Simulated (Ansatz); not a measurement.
Take CsGeBr$_{3}$ in the cubic perovskite structure (space group Pm-3m, No. 221; a = 5.475 Å; a cell from a computed database, its experimental status unchecked) as the base. Axes: x, y, z lie along the cube axes.

The change: tensile biaxial strain of 0.89 % in the plane normal to [001], as in epitaxy on a mismatched substrate; the out-of-plane cell vector and the atoms relax.

Levels (all Ansatz, a quantum-chemistry and plane-wave program, PAW): PBEsol (420 eV, scalar-relativistic without spin-orbit coupling); r2SCAN (500 eV, spin-orbit coupling left out); HSE06 (420 eV, no spin-orbit coupling).

At the geometry relaxed with PBEsol, these levels gave the following band gaps, in shuffled order: (a) 0.90 eV, (b) 0.56 eV, (c) 0.39 eV.

Question: Match each gap to its level.

Answer: (a) HSE06; (b) r2SCAN; (c) PBEsol.

Single points use the geometry relaxed with PBEsol. The hybrid gap comes from the SCF mesh plus the semilocal run's edge points and a few special points and is an upper bound. Stability against distortions was not tested. Many cubic perovskites are stable only at high temperature; tilts and polar distortions were not tested.
